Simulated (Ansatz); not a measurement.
Ti₃Al (P6₃/mmc, No. 194) was calculated with PBEsol (Ansatz, a first-principles code, PAW).

Numerical settings: plane-wave cutoff 520 eV, 12×12×14 k mesh (along the axes of the cell as run), Fermi–Dirac smearing 0.019 eV (set by the program), no spin polarisation, scalar-relativistic PAW data made under PBE.

Computed at the level's own relaxed cell.

Hill averages of the elastic tensor: K = 121.8 GPa, G = 61.0 GPa. Volume 16.137 Å³/atom, mean atomic mass 42.646 u.

Task: Work out the density, the sound velocities of a polycrystal and the elastic Debye temperature, and Pugh's ratio at this level.

Result: ρ = 1.66054 × 42.646/16.137 = 4.388 g/cm³. v_l = √[(K + 4G/3)/ρ] = 6.804 km/s and v_t = √(G/ρ) = 3.728 km/s. The mean follows from 3/v_m³ = 1/v_l³ + 2/v_t³: v_m = 4.157 km/s. Θ_D = (ħ/k_B) v_m (6π²/V)^(1/3) = 76.38 K Å s/km × 4.157 × 1.5424 Å⁻¹ = 490 K, counting all atoms of the cell. K/G = 2.00, to be set beside Pugh's rough bound of 1.75 between brittle and ductile metals.
